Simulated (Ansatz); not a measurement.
A self-consistent single point of LaB6 (Pm-3m, 7 atoms in the cell) with Ansatz (a quantum-chemistry and plane-wave program).

Method of the run: PBE, PAW files (plane waves; Ansatz).

```
CELL_PARAMETERS angstrom
      4.18209     0.00000     0.00000
      0.00000     4.18209     0.00000
      0.00000     0.00000     4.18209
ATOMIC_POSITIONS crystal
  La 0.00000 0.00000 0.00000
  B  0.80012 0.50000 0.50000
  B  0.19988 0.50000 0.50000
  B  0.50000 0.80012 0.50000
  B  0.50000 0.19988 0.50000
  B  0.50000 0.50000 0.80012
  B  0.50000 0.50000 0.19988
```

Reference input (self-consistent single point, DFT, PBE, plane waves, PAW files): kpoints.mp_grid.grid = 11 11 11; hamiltonian.xc = pbe; hamiltonian.pseudopotentials = {kind: paw} (the program's default PAW files); scf.occupations.method = fermi_dirac; scf.occupations.width = 0.1 eV. This run's input differs from it in these lines:

Ansatz 0.2 input:
```diff
@@ -16,3 +16,3 @@
   mp_grid:
-    grid: [11, 11, 11]
+    grid: [5, 5, 5]
 hamiltonian:
```

Output (repeated stretches shortened):

```
SCF iter   1: F=—  HF=-7191.966648 eV  |F-HF|=—  |Δ(HF+E_count)|=         —  Δρ=6.89e-2  dr2=7.08e0  ethr=3.10e-3  ⟨swp⟩=5.1  Hψ=1090  notcnv=0
all-band conjugate gradients solve this SCF's bands
preconditioner: auto → Kerker (q_TF=auto, 2.338 Å⁻¹)
SCF iter   2: F=—  HF=-7190.485847 eV  |F-HF|=—  |Δ(HF+E_count)|=    1.48e0  Δρ=3.93e-2  dr2=2.49e0  ethr=3.10e-3  ⟨swp⟩=3.2  Hψ=500  notcnv=0  defer=3
   [... lines left out ...]
SCF iter   5: F=—  HF=-7189.715992 eV  |F-HF|=—  |Δ(HF+E_count)|=   3.15e-3  Δρ=1.08e-3  dr2=1.38e-3  ethr=4.62e-5  ⟨swp⟩=2.5  Hψ=378  notcnv=0
SCF iter   6: F=—  HF=-7189.715957 eV  |F-HF|=—  |Δ(HF+E_count)|=   3.53e-5  Δρ=1.46e-4  dr2=1.40e-5  ethr=4.75e-6  ⟨swp⟩=2.9  Hψ=427  notcnv=0
SCF iter   7: F=—  HF=-7189.715912 eV  |F-HF|=—  |Δ(HF+E_count)|=   4.52e-5  Δρ=2.97e-5  dr2=1.08e-6  ethr=4.83e-8  ⟨swp⟩=2.1  Hψ=362  notcnv=0
SCF iter   8: F=-7189.715912 eV  HF=-7189.715912 eV  |F-HF|=2.08e-8  |Δ(HF+E_count)|=   8.71e-8  Δρ=5.26e-6  dr2=4.11e-8  ethr=3.45e-10  ⟨swp⟩=7.8  Hψ=1190  notcnv=0
SCF 1 converged in 8 iterations: F = -7189.715912 eV  dr2 = 4.11e-8
Free energy (F): -7189.715912 eV
Internal energy: -7189.667663 eV  (E = F + TS)
E sigma→0 (E₀):  -7189.691787 eV
Entropy (-TS):   -0.048249 eV (-6.893 meV/atom)
Fermi energy:    11.775018 eV
--- Forces (eV/Å), atoms counted from 1 ---
  atom   1  La    -0.00000000     0.00000000    -0.00000000
  atom   2  B     -0.06175975    -0.00000000     0.00000000
  atom   3  B      0.06175975     0.00000000     0.00000000
  atom   4  B      0.00000000    -0.06175975     0.00000000
  atom   5  B     -0.00000000     0.06175975     0.00000000
  atom   6  B     -0.00000000    -0.00000000    -0.06175975
  atom   7  B      0.00000000    -0.00000000     0.06175975
--- Stress (GPa, compression-positive) ---
       -3.285933       0.000000       0.000000
        0.000000      -3.285933       0.000000
        0.000000       0.000000      -3.285933
  P = ⅓ Tr σ = -3.2859 GPa (-32.859 kbar)
  The stress holds the Pulay correction. Without it, at fixed plane waves, as pw.x and ABINIT print it: P = -3.4393 GPa
```

The run converged in 8 iterations. Against the reference run the free energy goes up by 1.3 meV/atom, the pressure hardly changes (-3.31 to -3.29 GPa) and the largest force goes from 0.054 to 0.062 eV/Å.

The starting cell comes from a database of computed structures (which also holds hypothetical and non-ambient phases and stackings), without a prior relaxation at this level. Its lattice was rescaled by a random factor within 2.5 % of one. With a pressure of about -3 GPa the cell is away from its equilibrium volume at this level. Ansatz's pressure includes its estimate of the finite-basis (Pulay) stress.
